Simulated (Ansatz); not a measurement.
Consider MoSe$_{2}$ in the 2H-MoS2 type structure (space group P6_3/mmc, No. 194; a = 3.277 Å, c = 12.732 Å; layered, stacked along the Cartesian z axis).

Structures relaxed with PBE-D3(BJ) (Ansatz, an electronic-structure program), no spin-orbit coupling.

Base:

Simulated powder pattern, Cu Kα1, λ = 1.54056 Å (kinematic, ideal powder, no thermal factors, no anomalous dispersion; the 10 strongest lines at most, above 2 %, up to 2θ = 90°):

```csv
2θ (°),I/Imax (%),hkl
13.90,40,(002)
31.50,37,(100)
38.11,100,(103)
47.96,35,(105)
56.08,28,(110)
57.89,7.9,(008)
67.41,7.5,(108)
69.83,16,(203)
76.84,8.6,(205)
84.87,16,(118)
```

It is then changed as follows: the cell is scaled by 0.9533 in all directions; the atoms relax in the strained cell.

After the change:

Simulated powder pattern, Cu Kα1, λ = 1.54056 Å (kinematic, ideal powder, no thermal factors, no anomalous dispersion; the 10 strongest lines at most, above 2 %, up to 2θ = 90°):

| 2θ (°) | I/Imax (%) | hkl |
|---|---|---|
| 14.58 | 22 | (002) |
| 33.08 | 33 | (100) |
| 40.06 | 100 | (103) |
| 44.76 | 9.9 | (006) |
| 50.47 | 18 | (105) |
| 56.78 | 7.2 | (106) |
| 59.09 | 24 | (110) |
| 61.02 | 4.8 | (008) |
| 73.80 | 16 | (203) |
| 77.08 | 12 | (116) |

The indices refer to the base's conventional cell; one index is shown for lines that coincide.

Stability against distortions was not tested.
